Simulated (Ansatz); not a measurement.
The cell is built on a prototype and need not be the phase stable at ambient conditions.

By r2SCAN, the system below comes out a metal.

A figure of merit of an interconnect metal is its ballistic conductance per area.

Here is the system:

```
CELL_PARAMETERS angstrom
      4.55345     0.00000     0.00000
     -2.27673     3.94340     0.00000
      0.00000     0.00000     5.69231
ATOMIC_POSITIONS crystal
  As 0.33333 0.66667 0.03264
  As 0.66667 0.33333 0.53264
  As 0.66667 0.33333 0.96736
  As 0.33333 0.66667 0.46736
```

Space group of this cell: P6_3/mmc. The cell was relaxed by PBE-D3(BJ); by r2SCAN its mean pressure is 0.8 GPa.

The current flows along the normal of the first two printed cell vectors. No spin-orbit coupling; the value is a mean over 0.1 eV about the Fermi level.

Task: Predict the ballistic conductance per area from r2SCAN run with Ansatz (an electronic-structure program).

Result: 0.25 × 10¹⁵ S/m² for both spins.
